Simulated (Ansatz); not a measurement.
# Effect of uniaxial strain ε_zz = +1.00 % on AlRu

Start from AlRu in the CsCl type structure (space group Pm-3m, No. 221; a = 2.955 Å; relaxed with 0.1 eV smearing). Axes: x, y, z lie along the cube axes.

It is then changed as follows: the cell is stretched by 1.00 % along z with no lateral relaxation; the atoms relax in the strained cell.

Calculations: LDA, PAW, 420 eV (Ansatz, an electronic-structure program; scalar-relativistic without spin-orbit coupling). Settings: 19×19×19 k-points, 0.1 eV Fermi–Dirac smearing.

The volume per atom goes up by 0.129 Å³, from 12.90 Å³ to 13.02 Å³ and the space group becomes P4/mmm (No. 123) (base: Pm-3m (No. 221)). The shortest interatomic distance increases by 0.0086 Å (2.559 Å → 2.567 Å) and the energy increases by 1.4 meV/atom. The pressure (mean of the normal stresses, compression positive) goes from zero to -2.2 GPa and the band gap remains zero. The stress (xx, yy, zz, yz, xz, xy; compression positive) comes out as (-1.6, -1.6, -3.4, 0.0, 0.0, 0.0) GPa.

Final structure:

```xyz
2
Lattice="2.9545 0.0000 0.0000 0.0000 2.9545 0.0000 0.0000 0.0000 2.9841" Properties=species:S:1:pos:R:3 pbc="T T T"
Al     1.4773     1.4773     1.4920
Ru     0.0000     0.0000     0.0000
```

Stability against distortions was not tested. All final runs are without spin polarisation.
